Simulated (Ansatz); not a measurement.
An Ansatz (a first-principles code) run: a single point on hypothetical P-3m1 Be3P2, its geometry relaxed with PBEsol; Kohn–Sham DFT with the r2SCAN functional, run in Ansatz with PAW and 500 eV plane waves, no SOC.

Input:

Ansatz 0.2 input:
```yaml
crystal:
  lattice:
    - [3.4683019189, 0, 0]
    - [-1.7341509594, 3.0036375698, 0]
    - [0, 0, 5.6966296632]
  atoms:
    - { symbol: P, position: [0.6666666667, 0.3333333333, 0.2345966097] }
    - { symbol: P, position: [0.3333333333, 0.6666666667, 0.7654033903] }
    - { symbol: Be, position: [0, 0, 0] }
    - { symbol: Be, position: [0.6666666667, 0.3333333333, 0.6156095968] }
    - { symbol: Be, position: [0.3333333333, 0.6666666667, 0.3843904032] }
basis: { ecutwfc: 500, ecutrho_ratio: 4, xc_grid: 4, fft_grid_basis: typed }
kpoints: { mp_grid: { grid: [15, 15, 8] } }
hamiltonian:
  xc: r2scan
  dispersion: none
  pseudopotentials: { kind: paw }
scf: { occupations: { method: fermi_dirac, width: 0.05 }, convergence: { dr2_threshold: 0.0000000005 } }
output: { forces: true, stress: true }
checkpoint: { write: state.ck, write_every: 1000 }
```

Output:

```
WARN ansatz: RAYON_NUM_THREADS=2 ignored (pool sized by the plan → 2); use --threads N
Pseudopotentials: kind: paw
Pseudopotential: P, paw, valence charge 5
Pseudopotential: Be, paw, valence charge 2
Functional definition: r2SCAN
Crystal: 5 atoms, lattice volume = 59.345 Å³
Basis set: ecut = 500 eV, 1521 PW (Γ), exchange–correlation on 108×108×180 points (64 copies of the dense FFT grid, shifted against one another)
Bands: 13, of which v1, the nominal top of the filled ones, is band 8 counted from 1 (7 counted from 0)
Symmetry: 12 space group operations
Space group: P-3m1 (ITA 164), of the structure as read, at distance tolerance 3.9e-5 Å
k-points: 192 of 1800
PAW frozen core: P, regenerated for the run's functional
PAW frozen core: Be, regenerated for the run's functional
Initial density: superposition of atomic densities (neutral atoms: chi_scale 0, normalization atom), corrected by the library's trained network
Initial wavefunctions: pseudopotential atomic-orbital guess
Eigensolver: davidson
Functional: x = r2scan, c = r2scan; τ floored in thin density (d = 2e-4 eV/Å³)
SCF iter   1: F=—  HF=-1798.926015 eV  |F-HF|=—  |Δ(HF+E_count)|=         —  Δρ=4.79e-3  dr2=1.49e-2  dr2_τ=7.62e-2  ethr=1.77e-3  ⟨swp⟩=6.3  Hψ=18529  notcnv=0
all-band conjugate gradients solve this SCF's bands
preconditioner: auto → none
SCF iter   2: F=—  HF=-1799.083739 eV  |F-HF|=—  |Δ(HF+E_count)|=   1.58e-1  Δρ=3.91e-3  dr2=9.81e-3  dr2_τ=7.41e-5  ethr=9.29e-5  ⟨swp⟩=2.2  Hψ=6421  notcnv=0  defer=141
SCF iter   3: F=—  HF=-1799.084310 eV  |F-HF|=—  |Δ(HF+E_count)|=   5.70e-4  Δρ=1.14e-3  dr2=2.86e-3  dr2_τ=5.45e-5  ethr=6.13e-5  ⟨swp⟩=2.5  Hψ=4469  notcnv=0  defer=141
SCF iter   4: F=—  HF=-1799.083696 eV  |F-HF|=—  |Δ(HF+E_count)|=   6.14e-4  Δρ=1.26e-3  dr2=1.25e-3  dr2_τ=3.13e-5  ethr=1.79e-5  ⟨swp⟩=2.1  Hψ=3330  notcnv=0  defer=141
SCF iter   5: F=—  HF=-1799.083985 eV  |F-HF|=—  |Δ(HF+E_count)|=   2.89e-4  Δρ=4.62e-4  dr2=1.53e-4  dr2_τ=4.91e-6  ethr=7.79e-6  ⟨swp⟩=2.6  Hψ=3671  notcnv=0  defer=141
SCF iter   6: F=—  HF=-1799.084052 eV  |F-HF|=—  |Δ(HF+E_count)|=   6.71e-5  Δρ=6.35e-5  dr2=3.45e-6  dr2_τ=7.60e-8  ethr=9.57e-7  ⟨swp⟩=2.0  Hψ=3895  notcnv=0  defer=141
SCF iter   7: F=—  HF=-1799.084056 eV  |F-HF|=—  |Δ(HF+E_count)|=   3.99e-6  Δρ=2.34e-5  dr2=3.23e-7  dr2_τ=3.56e-9  ethr=2.15e-8  ⟨swp⟩=2.0  Hψ=3690  notcnv=0  defer=141
SCF iter   8: F=—  HF=-1799.084056 eV  |F-HF|=—  |Δ(HF+E_count)|=   5.87e-7  Δρ=1.62e-5  dr2=1.69e-7  dr2_τ=2.04e-9  ethr=2.02e-9  ⟨swp⟩=1.1  Hψ=2452  notcnv=0  defer=141
SCF iter   9: F=—  HF=-1799.084056 eV  |F-HF|=—  |Δ(HF+E_count)|=   1.20e-7  Δρ=4.68e-6  dr2=1.47e-8  dr2_τ=1.56e-10  ethr=1.06e-9  ⟨swp⟩=2.7  Hψ=3806  notcnv=0  defer=141
SCF iter  10: F=-1799.084056 eV  HF=-1799.084056 eV  |F-HF|=7.05e-12  |Δ(HF+E_count)|=   1.02e-8  Δρ=9.10e-8  dr2=2.85e-12  dr2_τ=1.96e-13  ethr=3.13e-12  ⟨swp⟩=3.5  Hψ=10382  notcnv=0
SCF 1 converged in 10 iterations: F = -1799.084056 eV  dr2 = 2.85e-12
SCF converged after 10 iterations
Free energy (F): -1799.084056 eV
Harris-Foulkes:  -1799.084056 eV  (|F-HF|=7.05e-12)
Internal energy: -1799.080494 eV  (E = F + TS)
E sigma→0 (E₀):  -1799.082275 eV
Entropy (-TS):   -0.003562 eV (-0.712 meV/atom)
Fermi energy:    8.203734 eV
--- Per-component energies (eV) ---
  E_band       = 34.408122
  E_kinetic    = 202.867235
  E_local      = -92.129801  (includes V_loc(G=0)·N_el)
  E_nonlocal   = 79.620540
  E_hartree    = 26.795484
  E_xc         = -174.686002
  E_vxc        = -198.930097  (∫ρ·V_xc dr)
  E_paw        = -1334.175922  (= ΣΔE_a)
  E_vpaw       = -19.375549  (= ΣTr[D̂ρ^β])
  E_aug_tail   = 0.000001  (compensation charges beyond the density's cutoff)
  E_vtau       = 8.764828  (kinetic-family band-sum trace: ∫τ·v_τ [+ j·A + Jᵃ·Aᵃ] dr)
  E_ewald      = -507.154262
  E_core_change = -0.217765  (= ΣΔE_core)
  E_smearing   = -0.003562  (= −TS)
  E_closure    = 0.000000  (closes the sum)
  Σ components = -1799.084056   (vs F -1799.084056, Δ=0.00e0)
  [band-id]    e_kinetic+e_local+e_nonlocal+2·e_hartree+e_vxc+e_vpaw+e_augmentation_tail+e_vtau = 34.408124   (vs E_band 34.408122, Δ=2.78e-6)
--- Forces (eV/Å), atoms counted from 1 ---
  atom   1  P     -0.00000000     0.00000000     0.23313267
  atom   2  P      0.00000000     0.00000000    -0.23313267
  atom   3  Be    -0.00000000     0.00000000     0.00000000
  atom   4  Be     0.00000000    -0.00000000     0.06946623
  atom   5  Be    -0.00000000     0.00000000    -0.06946623
  max |Σ_I F_I| component: 2.78e-17 eV/Å
--- Stress (GPa, compression-positive) ---
        2.601911      -0.000000      -0.000000
       -0.000000       2.601911       0.000000
       -0.000000       0.000000       1.916118
  P = ⅓ Tr σ = 2.3733 GPa (23.733 kbar)
  The stress holds the Pulay correction. Without it, at fixed plane waves, as pw.x and ABINIT print it: P = 2.3618 GPa
  The stress includes an estimate of the error left by incomplete SCF convergence (largest component 0.0000 GPa).
--- Band table ---
  band table: none
```

Single points use the geometry relaxed with PBEsol. Whether these cells are dynamically stable was not tested. All final runs are without spin polarisation. The cell is Be₃P₂ (space group P-3m1, No. 164; a hypothetical phase, not in the database extracts checked).
